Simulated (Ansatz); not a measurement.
**C (model structure, P6₁22, No. 178, 6 atoms in the cell): smallest direct gap on the k points sampled by level of theory**

No measured value is used here.

| level (code) | value (eV) |
|---|---|
| LDA (Ansatz) | 4.84 |
| PBEsol (Ansatz) | 4.84 |
| r²SCAN (Ansatz) | … |
| HSE06 (Ansatz) | … |
| PBE0 (Ansatz) | 7.07 |
| G0W0@PBEsol (Ansatz) | 6.81 |

Complete the blanks.


- r²SCAN (Ansatz, a program for electronic structure), value (eV): 5.30
- HSE06 (Ansatz), value (eV): 6.31

At these levels the smallest gap is indirect and lower: LDA 3.99, PBEsol 3.99, r²SCAN 4.41, HSE06 5.42, PBE0 6.18, G0W0@PBEsol 5.77 eV. Computed values are for a static lattice.  Values are at the PBEsol cell. Cutoffs and k meshes differ between the levels. Ansatz's density-functional and Hartree–Fock values are scalar-relativistic unless marked +SOC, with PAW data made under PBE.

A model structure was made by putting elements into a prototype or built by hand; it is no filed structure, need not be a known phase, and can be a saddle point held by its symmetry.
